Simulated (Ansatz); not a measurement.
hcp Mg (0 0 1) on silicon (0 0 1) (film strained to the substrate, started from cuts of the bulks and a machine-learned relaxation; slabs Si36 and Mg20, which can lie off the formulas)

A periodic stack without vacuum, hcp Mg (0 0 1) on silicon (0 0 1) (film strained to the substrate, started from cuts of the bulks and a machine-learned relaxation; slabs Si36 and Mg20, which can lie off the formulas): substrate slab Si36, film Mg20, surface cells [[0, -1], [3, 1]] and [[1, -1], [3, 2]], film strained by -1.3 and +2.6 %, outermost planes Si/Si and Mg/Mg as cut, which need not be the usual terminations and can put a slab off its formula.

The start was prepared with a machine-learned potential, and the result is one local minimum, with the in-plane cell held and forces under 0.04 eV/Å; the film can end far from its bulk form.

All values below come from PBE (plane waves to 420 eV, PAW; Ansatz, an electronic-structure program). Scalar-relativistic, without spin–orbit coupling; the runs are not spin-polarised; PBE gaps are too small against experiment. Its k-point mesh 5×3×1, Fermi–Dirac width 0.05 eV.

- interface area: 44.9 Å²
- period: 26.81 Å
- heights between the nearest atoms of the two slabs at the two interfaces: 1.78 and 1.79 Å
- Mg–Si contacts across the interfaces within 1.22 times the sum of covalent radii: 16, mean 2.79 Å
- hole barrier (PBE): 0.30 eV
- electron barrier (PBE): 0.31 eV

```
CELL_PARAMETERS angstrom
      5.46772     0.00004     0.15819
      2.73352     8.20503     0.08812
      2.37794     0.25599    26.88729
ATOMIC_POSITIONS crystal
  Si 0.01950 0.98925 0.08654
  Si 0.33146 0.32739 0.08536
  Si 0.66886 0.65603 0.08738
  Si 0.25221 0.13528 0.03498
  Si 0.40366 0.55855 0.03908
  Si 0.96630 0.77369 0.04125
  Si 0.45544 0.99098 0.18904
  Si 0.78135 0.31520 0.18984
  Si 0.11830 0.65138 0.18733
  Si 0.64782 0.15805 0.13550
  Si 0.96940 0.48222 0.13835
  Si 0.31655 0.82611 0.13933
  Si 0.89648 0.98127 0.29106
  Si 0.22424 0.31702 0.29113
  Si 0.56311 0.64850 0.28994
  Si 0.09009 0.15056 0.24031
  Si 0.41888 0.48372 0.23956
  Si 0.76033 0.81786 0.23924
  Si 0.33721 0.97886 0.39211
  Si 0.66696 0.31155 0.39316
  Si 0.00827 0.64576 0.39283
  Si 0.53083 0.14811 0.34134
  Si 0.86417 0.48094 0.34244
  Si 0.20315 0.81239 0.34128
  Si 0.77908 0.97146 0.49697
  Si 0.11042 0.30334 0.49306
  Si 0.45721 0.64749 0.49406
  Si 0.97184 0.13830 0.44337
  Si 0.30883 0.47801 0.44506
  Si 0.64600 0.81424 0.44258
  Si 0.17724 0.99301 0.59759
  Si 0.46048 0.35605 0.59101
  Si 0.02334 0.57052 0.59336
  Si 0.40709 0.14019 0.54588
  Si 0.75817 0.47371 0.54493
  Si 0.09541 0.80209 0.54717
  Mg 0.19456 0.37533 0.68062
  Mg 0.61454 0.57392 0.66785
  Mg 0.02058 0.78119 0.66966
  Mg 0.42536 0.96632 0.67675
  Mg 0.80059 0.17691 0.66410
  Mg 0.51452 0.36286 0.76803
  Mg 0.90644 0.57135 0.77013
  Mg 0.31282 0.76099 0.76739
  Mg 0.71457 0.96762 0.76607
  Mg 0.10427 0.16268 0.76919
  Mg 0.11593 0.36186 0.86497
  Mg 0.52321 0.55118 0.86202
  Mg 0.91380 0.75987 0.86417
  Mg 0.32416 0.96041 0.86325
  Mg 0.71400 0.15556 0.86649
  Mg 0.40738 0.34436 0.96273
  Mg 0.81295 0.54980 0.96421
  Mg 0.23188 0.74816 0.95142
  Mg 0.62553 0.94774 0.96818
  Mg 0.00361 0.15650 0.95601
```
